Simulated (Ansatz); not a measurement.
Hexagonal WC was calculated with r²SCAN (Ansatz, a program for electronic structure, PAW).

Settings: plane-wave cutoff 560 eV, 24×24×20 k mesh (along the axes of the cell as run), Fermi–Dirac smearing 0.05 eV, no spin polarisation, scalar-relativistic PAW data made under PBE.

Properties against volume:

Shape and atoms are relaxed at each volume.

```
V (Å³/atom)  P (GPa)  c (Å)  a (Å)
-----------  -------  -----  -----
9.999          17.83  2.804  2.870
10.207          8.45  2.820  2.891
10.415          0.00  2.836  2.913
10.624         -7.62  2.851  2.933
10.832        -14.48  2.866  2.954
```

Note: the bulk modulus comes from volumes at which shape and atoms were relaxed.
